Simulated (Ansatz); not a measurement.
Start from Ir in the fcc (Cu type) structure (space group Fm-3m, No. 225; a = 3.8309 Å; relaxed with 0.1 eV smearing).

The values are results of Kohn–Sham DFT with the PBEsol functional, run in Ansatz (a first-principles code) with PAW and 420 eV plane waves, scalar-relativistic without spin-orbit coupling, earlier PAW set, not measurements.

Before the change:

The pressure is 0.0 GPa.

It is then changed as follows: an isotropic linear strain of +3.37 %; the atoms relax in the strained cell.

Problem. Estimate the effect on the pressure.

Solution. The pressure goes from zero to -29.8 GPa.

Problem. Predict the new energy relative to the base.

Solution. The energy rises by 151 meV/atom.

Whether these cells are dynamically stable was not tested. The final runs are not spin-polarised.
